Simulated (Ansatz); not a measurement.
**A computed series for Si: pressure series**

Consider Si in the diamond structure (space group Fd-3m, No. 227; a = 5.4441 Å).

Cell and atoms are relaxed at each pressure.

All numbers come from DFT with r2SCAN, PAW potentials and a 500 eV plane-wave cutoff in Ansatz (a quantum-chemistry and plane-wave program), no spin-orbit coupling, earlier PAW set.

Problem. Only one of these has no band gap. Which?
A) pressure −1 GPa
B) pressure −2 GPa
C) pressure 7 GPa
D) pressure 100 GPa

Solution. D, pressure 100 GPa. Computed: pressure 7 GPa: 0.66 eV; pressure 100 GPa: zero; pressure −2 GPa: 0.81 eV; pressure −1 GPa: 0.79 eV

A case with no gap was solved on a k-mesh chosen for an insulator, which is coarse for it. Load acts through the strain it causes; cell and atoms are relaxed under it. No phonon test of stability was made. Measured, Si leaves this structure (for the β-tin structure) near 12 GPa (room temperature; as listed in arXiv:1906.07825).
